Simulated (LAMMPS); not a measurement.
LAMMPS 22 Jul 2025, classical MD, AIREBO (CH.airebo): C, 1728 atoms.

```
Quantity                                                                                      Result
-----------------------------------------------  ---------------------------------------------------
task                                                                                         MD, nve
potential                                                                          AIREBO, CH.airebo
copies of the repeat unit                                                                      6×6×6
shape (slab and sphere leave vacuum in the box)                                                 bulk
steps                                                                                            400
timestep                                                                                      0.5 fs
thermo                                                                                            50
newton                                                                                  on (default)
atom_modify sort (bins of 2 Å where set)                                              1000 (default)
comm_style                                                                           brick (default)
box                                                                             21.4 × 21.4 × 21.4 Å
start                                            generated diamond lattice, warmed in an untimed run
```

All runs start from one configuration, warmed at this fixed volume for 300 steps under a thermostat at 300 K. The run at a skin of 2 Å has a mean temperature of 301 K and a mean pressure of -1.0 GPa.

One run each, on a shared machine, so no times are given.

With neigh_modify every 1 delay 0 check yes, skins of 0.1, 0.3, 0.5, 1, 1.5, 2, 3 Å were run. Further schedules:
- skin 2 Å, every 20 delay 0 check no
- skin 0.3 Å, every 1 delay 10 check yes
- skin 2 Å, every 10 delay 0 check yes
- skin 1 Å, every 20 delay 0 check no
- skin 2 Å, every 1 delay 10 check yes
- skin 1 Å, every 10 delay 0 check yes
- skin 1 Å, every 100 delay 0 check no

A schedule rebuilds too seldom if it shows a dangerous build, rebuilds less often than the check at every step does at that skin, or fails.

**Question.** Which schedules can miss pairs here, and how do rebuilds depend on the skin?

**Answer.** With the check at every step the rebuilds are 71 at 0.1 Å, 21 at 0.3 Å, 0 at 0.5 Å, 0 at 1 Å, 0 at 1.5 Å, 0 at 2 Å, 0 at 3 Å. No further schedule rebuilds too seldom in this run.

| setting | rebuilds | dangerous builds | list entries an atom | change of the total energy (meV/atom) |
|---|---|---|---|---|
| skin 0.1 Å, every 1 delay 0 check yes | 71 | — | 800 | −0.0014 |
| skin 0.3 Å, every 1 delay 0 check yes | 21 | — | 861 | −0.0014 |
| skin 0.5 Å, every 1 delay 0 check yes | 0 | — | 899 | −0.0014 |
| skin 1 Å, every 1 delay 0 check yes | 0 | — | 1060 | −0.0014 |
| skin 1.5 Å, every 1 delay 0 check yes | 0 | — | 1200 | −0.0014 |
| skin 2 Å, every 1 delay 0 check yes | 0 | — | 1350 | −0.0014 |
| skin 3 Å, every 1 delay 0 check yes | 0 | — | 1730 | −0.0014 |
| skin 2 Å, every 20 delay 0 check no | 20 | not counted | 1350 | −0.0014 |
| skin 0.3 Å, every 1 delay 10 check yes | 21 | 0 | 861 | −0.0014 |
| skin 2 Å, every 10 delay 0 check yes | 0 | 0 | 1350 | −0.0014 |
| skin 1 Å, every 20 delay 0 check no | 20 | not counted | 1060 | −0.0014 |
| skin 2 Å, every 1 delay 10 check yes | 0 | 0 | 1350 | −0.0014 |
| skin 1 Å, every 10 delay 0 check yes | 0 | 0 | 1060 | −0.0014 |
| skin 1 Å, every 100 delay 0 check no | 4 | not counted | 1060 | −0.0014 |

List entries are as LAMMPS prints them (Ave neighs/atom).
